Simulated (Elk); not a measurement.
A self-consistent single point of Sn (Im-3m, 1 atom in the cell) with Elk.

Method of the run: LDA (PW92), all-electron FP-LAPW, Elk's shipped species files, APW+lo basis with extra local orbitals (Elk).

```
Sn
1.0
   -1.88897     1.88897     1.88897
    1.88897    -1.88897     1.88897
    1.88897     1.88897    -1.88897
Sn
1
Direct
  0.00000   0.00000   0.00000
```

Reference input (self-consistent single point, DFT, LDA (PW92), all-electron FP-LAPW, Elk's shipped species files, APW+lo basis with extra local orbitals): xctype = 3; rgkmax = 8; stype = 3; swidth = 0.00367493 Ha; ngridk = 12 12 12; gmaxvr = 14 1/bohr; nxlo = 2; lorbcnd = true; lmaxi = 2. This run's input differs from it in these lines:

```diff
@@ -25,3 +25,3 @@
 swidth
-  0.00367493
+  0.00183747
 
@@ -42,3 +42,3 @@
 ngridk
-  12 12 12
+  29 29 29
```

Output, abridged:

```
│ Self-consistent loop started │
│ Loop number : 1 │
 total energy                :     -6176.58352253
│ Loop number : 2 │
 total energy                :     -6176.58574908
RMS change in Kohn-Sham potential (target) :   0.4224863734E-01 (  0.1000000000E-05)
Absolute change in total energy (target)   :   0.2226550952E-02 (  0.1000000000E-03)
│ Loop number : 3 │
 total energy                :     -6176.57077249
RMS change in Kohn-Sham potential (target) :   0.4202177652E-01 (  0.1000000000E-05)
Absolute change in total energy (target)   :   0.1441994412E-01 (  0.1000000000E-03)
│ Loop number : 4 │
   [... lines left out ...]
Absolute change in total energy (target)   :   0.1180524674E-02 (  0.1000000000E-03)
│ Loop number : 12 │
 total energy                :     -6173.76968018
RMS change in Kohn-Sham potential (target) :   0.6624135668E-07 (  0.1000000000E-05)
Absolute change in total energy (target)   :   0.2934350787E-03 (  0.1000000000E-03)
│ Loop number : 13 │
 total energy                :     -6173.76968109
RMS change in Kohn-Sham potential (target) :   0.5493093053E-08 (  0.1000000000E-05)
Absolute change in total energy (target)   :   0.7244167227E-04 (  0.1000000000E-03)
Convergence targets achieved

│ Loop number : 14 │

Energies :
 Fermi                       :     0.241272293756
 total energy                :     -6173.76968128

Density of states at Fermi energy :    14.40573813
 (states/Hartree/unit cell)

Estimated indirect band gap :   0.4536854349E-03
 from k-point    544 to k-point    609
Estimated direct band gap   :   0.1391663933E-01
 at k-point    673

Charges :
 core                        :    30.00000000
 valence                     :    20.00000000
 interstitial                :    1.926238390
 muffin-tins (core leakage)
  species :    1 (Sn)
   atom    1                 :    48.07376161     (  0.6779101125E-04)
 total in muffin-tins        :    48.07376161
 total calculated charge     :    49.99691962
 total charge                :    50.00000000
 error                       :   0.3080378980E-02

│ Self-consistent loop stopped │
```

The run converged in 14 iterations. The count includes the last loop, which Elk runs after its targets are met. Against the reference run the free energy goes up by 7.7 meV/atom.

The starting cell comes from a database of computed structures (which also holds hypothetical and non-ambient phases and stackings), without a prior relaxation at this level. Its lattice was rescaled by up to half a per cent. Values depend on the basis (sphere radii, cutoffs, local orbitals), which need not be converged. The log's line on a gap gives a spacing of levels on this mesh, which the program prints for metals too.

Cost on one core of a shared machine: roughly 40 s.
